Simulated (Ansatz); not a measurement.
System: interstitial K in corundum (charge state +1). Method: PBE, PAW (plane waves to 420 eV; Ansatz, an electronic-structure program).

120-site cell at the relaxed PBE lattice, the Γ point alone, smearing 0.01 eV, spin-restricted, no finite-size correction. No zero-point or tunnelling terms. The charge state is imposed; whether it is stable for some Fermi level was not computed. Sites that were not tried may lie lower. The start lies 0.056 eV above the lowest site run (PBE).

Barriers: single points on a 2×2×2 k-point mesh shifted by half a step along c at the bands' geometries.

Relaxed starting cell (atoms counted from 1):

```
CELL_PARAMETERS angstrom
      9.61750     0.00000     0.00000
     -4.80875     8.32900     0.00000
      0.00000     0.00000    13.12510
ATOMIC_POSITIONS crystal
  Al 0.99996 0.99958 0.32232
  Al 0.99886 0.49601 0.34928
  Al 0.49749 0.00070 0.34926
  Al 0.50355 0.50205 0.34928
  Al 0.33663 0.16890 0.18341
  Al 0.33329 0.66626 0.18409
  Al 0.83066 0.16697 0.18340
  Al 0.83259 0.66291 0.18342
  Al 0.17306 0.33670 0.31084
  Al 0.16398 0.82649 0.31084
  Al 0.66664 0.33293 0.31371
  Al 0.66285 0.83558 0.31083
  Al 0.34163 0.17731 0.47951
  Al 0.33329 0.66625 0.48047
  Al 0.82227 0.16351 0.47950
  Al 0.83604 0.65796 0.47952
  O  0.34375 0.99983 0.25113
  O  0.35025 0.50320 0.24919
  O  0.84272 0.99639 0.24291
  O  0.84679 0.49800 0.24994
  O  0.15401 0.15684 0.24291
  O  0.15328 0.64929 0.24920
  O  0.65154 0.15277 0.24993
  O  0.65641 0.65580 0.25114
  O  0.32296 0.33836 0.41084
  O  0.31795 0.83401 0.41601
  O  0.81936 0.33275 0.41674
  O  0.83500 0.84138 0.41318
  O  0.16554 0.48315 0.41602
  O  0.15814 0.99279 0.41320
  O  0.66681 0.48581 0.41674
  O  0.66119 0.98382 0.41081
  O  0.00678 0.16458 0.41320
  O  0.01574 0.67660 0.41084
  O  0.51376 0.18021 0.41673
  O  0.51639 0.68160 0.41600
  O  0.99973 0.34315 0.25114
  O  0.00318 0.84555 0.24291
  O  0.50156 0.34802 0.24993
  O  0.49635 0.84628 0.24918
  Al 0.33953 0.16433 0.69313
  Al 0.33329 0.66624 0.68737
  Al 0.83517 0.17450 0.69318
  Al 0.82516 0.66002 0.69315
  Al 0.17089 0.34448 0.51753
  Al 0.17395 0.82868 0.51753
  Al 0.66665 0.33293 0.52077
  Al 0.65504 0.82557 0.51751
  Al 0.99998 0.99956 0.50126
  Al 0.00074 0.50139 0.64957
  Al 0.50100 0.99882 0.64956
  Al 0.49818 0.49856 0.64956
  Al 0.16504 0.33758 0.81986
  Al 0.17286 0.83452 0.81983
  Al 0.66660 0.33293 0.81720
  Al 0.66201 0.82670 0.81985
  O  0.18343 0.17279 0.56309
  O  0.18029 0.66318 0.58212
  O  0.68005 0.16624 0.58414
  O  0.68316 0.66921 0.58455
  O  0.48656 0.31953 0.58412
  O  0.48322 0.81926 0.58211
  O  0.98641 0.31639 0.58458
  O  0.98975 0.81618 0.56313
  O  0.18612 0.01648 0.77673
  O  0.15275 0.50241 0.75071
  O  0.65631 0.99580 0.74835
  O  0.64496 0.49163 0.75063
  O  0.98296 0.16895 0.77685
  O  0.00376 0.65972 0.74837
  O  0.50792 0.15256 0.75063
  O  0.49716 0.64957 0.75070
  O  0.33981 0.34323 0.74835
  O  0.35000 0.84680 0.75069
  O  0.84699 0.35464 0.75065
  O  0.83071 0.81338 0.77680
  O  0.33038 0.01316 0.58454
  O  0.33638 0.51632 0.58212
  O  0.82671 0.00977 0.56301
  O  0.83334 0.51302 0.58413
  Al 0.16849 0.33570 0.02091
  Al 0.16753 0.83106 0.02090
  Al 0.66664 0.33294 0.02034
  Al 0.66386 0.83203 0.02091
  Al 0.99996 0.99957 0.86510
  Al 0.99985 0.50218 0.85428
  Al 0.50264 0.99970 0.85426
  Al 0.49738 0.49692 0.85427
  Al 0.33407 0.16419 0.98059
  Al 0.33330 0.66627 0.98179
  Al 0.83538 0.16912 0.98058
  Al 0.83044 0.66549 0.98061
  Al 0.99996 0.99959 0.13270
  Al 0.00040 0.49898 0.14662
  Al 0.49892 0.99917 0.14662
  Al 0.50058 0.50065 0.14663
  O  0.01623 0.34514 0.92531
  O  0.01737 0.83319 0.92446
  O  0.51201 0.32982 0.91675
  O  0.51276 0.83184 0.91738
  O  0.31941 0.48680 0.91739
  O  0.32921 0.98336 0.92527
  O  0.81812 0.48755 0.91676
  O  0.81616 0.98218 0.92446
  O  0.48765 0.16764 0.08506
  O  0.48571 0.66738 0.08535
  O  0.98536 0.16831 0.08266
  O  0.98595 0.66366 0.08409
  O  0.33589 0.32152 0.08410
  O  0.33218 0.81756 0.08534
  O  0.83192 0.31923 0.08507
  O  0.83125 0.81628 0.08266
  O  0.18329 0.01421 0.08266
  O  0.18201 0.51385 0.08536
  O  0.67804 0.01361 0.08409
  O  0.68033 0.51192 0.08507
  O  0.16636 0.18340 0.92444
  O  0.16774 0.68017 0.91738
  O  0.66974 0.18143 0.91674
  O  0.65446 0.67035 0.92528
  K  0.99985 0.99974 0.67452
```
Cell charge +1.

End state 1 differs by these moves (Å; atoms that move under 0.15 Å are left out):

```json
[
 {"atom": "1", "element": "Al", "Δx": "0.00", "Δy": "0.00", "Δz": "0.58"},
 {"atom": "19", "element": "O", "Δx": "0.00", "Δy": "0.05", "Δz": "0.17"},
 {"atom": "21", "element": "O", "Δx": "0.05", "Δy": "-0.03", "Δz": "0.17"},
 {"atom": "28", "element": "O", "Δx": "-0.13", "Δy": "-0.09", "Δz": "0.04"},
 {"atom": "30", "element": "O", "Δx": "0.14", "Δy": "-0.06", "Δz": "0.04"},
 {"atom": "33", "element": "O", "Δx": "-0.01", "Δy": "0.15", "Δz": "0.04"},
 {"atom": "38", "element": "O", "Δx": "-0.05", "Δy": "-0.03", "Δz": "0.17"},
 {"atom": "41", "element": "Al", "Δx": "-0.02", "Δy": "0.00", "Δz": "-0.18"},
 {"atom": "43", "element": "Al", "Δx": "0.01", "Δy": "-0.02", "Δz": "-0.18"},
 {"atom": "44", "element": "Al", "Δx": "0.01", "Δy": "0.01", "Δz": "-0.18"},
 {"atom": "49", "element": "Al", "Δx": "0.00", "Δy": "0.00", "Δz": "1.74"},
 {"atom": "53", "element": "Al", "Δx": "-0.01", "Δy": "0.01", "Δz": "-0.18"},
 {"atom": "54", "element": "Al", "Δx": "0.02", "Δy": "0.00", "Δz": "-0.18"},
 {"atom": "56", "element": "Al", "Δx": "-0.01", "Δy": "-0.02", "Δz": "-0.18"},
 {"atom": "57", "element": "O", "Δx": "0.04", "Δy": "-0.06", "Δz": "0.15"},
 {"atom": "60", "element": "O", "Δx": "-0.05", "Δy": "-0.13", "Δz": "-0.14"},
 {"atom": "63", "element": "O", "Δx": "-0.09", "Δy": "0.10", "Δz": "-0.14"},
 {"atom": "64", "element": "O", "Δx": "-0.07", "Δy": "0.00", "Δz": "0.15"},
 {"atom": "65", "element": "O", "Δx": "0.00", "Δy": "-0.28", "Δz": "-0.71"},
 {"atom": "69", "element": "O", "Δx": "0.25", "Δy": "0.14", "Δz": "-0.72"},
 {"atom": "76", "element": "O", "Δx": "-0.24", "Δy": "0.14", "Δz": "-0.71"},
 {"atom": "77", "element": "O", "Δx": "0.13", "Δy": "0.02", "Δz": "-0.14"},
 {"atom": "79", "element": "O", "Δx": "0.03", "Δy": "0.06", "Δz": "0.15"},
 {"atom": "85", "element": "Al", "Δx": "0.00", "Δy": "0.00", "Δz": "1.74"},
 {"atom": "93", "element": "Al", "Δx": "0.00", "Δy": "0.00", "Δz": "0.58"},
 {"atom": "97", "element": "O", "Δx": "0.05", "Δy": "-0.13", "Δz": "-0.14"},
 {"atom": "98", "element": "O", "Δx": "-0.04", "Δy": "-0.06", "Δz": "0.15"},
 {"atom": "102", "element": "O", "Δx": "-0.13", "Δy": "0.02", "Δz": "-0.14"},
 {"atom": "104", "element": "O", "Δx": "-0.03", "Δy": "0.06", "Δz": "0.15"},
 {"atom": "107", "element": "O", "Δx": "0.13", "Δy": "-0.09", "Δz": "0.04"},
 {"atom": "112", "element": "O", "Δx": "0.01", "Δy": "0.15", "Δz": "0.04"},
 {"atom": "113", "element": "O", "Δx": "-0.14", "Δy": "-0.07", "Δz": "0.04"},
 {"atom": "117", "element": "O", "Δx": "0.07", "Δy": "0.00", "Δz": "0.15"},
 {"atom": "120", "element": "O", "Δx": "0.09", "Δy": "0.10", "Δz": "-0.14"},
 {"atom": "121", "element": "K", "Δx": "0.00", "Δy": "0.00", "Δz": "1.97"}
]
```

Give the forward and backward barriers to end state 1 at the level PBE, PAW.

forward 1.72 eV, backward 1.72 eV; at the saddle point atom 121 has neighbours 3 O at 2.12 Å. The saddle point's order was not checked, and it lies on a symmetry element of the cell, where a band can be held.
